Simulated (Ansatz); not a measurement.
ZnSnO₃ (model structure, started from the ilmenite type, R-3, No. 148, 10 atoms in the cell), treated with PBEsol in Ansatz (plane waves, PAW).

Settings: plane-wave cutoff 500 eV, 10×10×10 k mesh, Fermi–Dirac smearing 0.05 eV, scalar-relativistic PAW data made under PBE.

Cell (relaxed at this level):

```cif
data_O18Sn6Zn6
_chemical_formula_sum 'Zn6 O18 Sn6'
_space_group_name_H-M_alt 'R-3 :H'
_space_group_IT_number 148
_space_group_name_Hall '-R 3'
_cell_length_a 5.30714
_cell_length_b 5.30714
_cell_length_c 14.02744
_cell_angle_alpha 90.000
_cell_angle_beta 90.000
_cell_angle_gamma 120.000
loop_
_atom_site_label
_atom_site_type_symbol
_atom_site_symmetry_multiplicity
_atom_site_Wyckoff_symbol
_atom_site_fract_x
_atom_site_fract_y
_atom_site_fract_z
_atom_site_occupancy
Zn1 Zn 6 c 0.00000 0.00000 0.36501 1
O1 O 18 f 0.36182 0.03492 0.08453 1
Sn1 Sn 6 c 0.00000 0.00000 0.14917 1
```
(The calculation used a cell of 10 atoms; values per cell refer to that cell.)

Problem. Predict the band gap.

Solution. 
- band gap: 1.45 eV (on the SCF k mesh)

Note: the relaxation could raise the start's symmetry but not lower it, so the cell can be a saddle point.

Spin–orbit coupling is not included.

It cost about 5 core-minutes (a rough figure) of CPU time.

A model structure was made by putting elements into a prototype or built by hand; it is no filed structure, need not be a known phase, and can be a saddle point held by its symmetry.

Ansatz is a first-principles code.
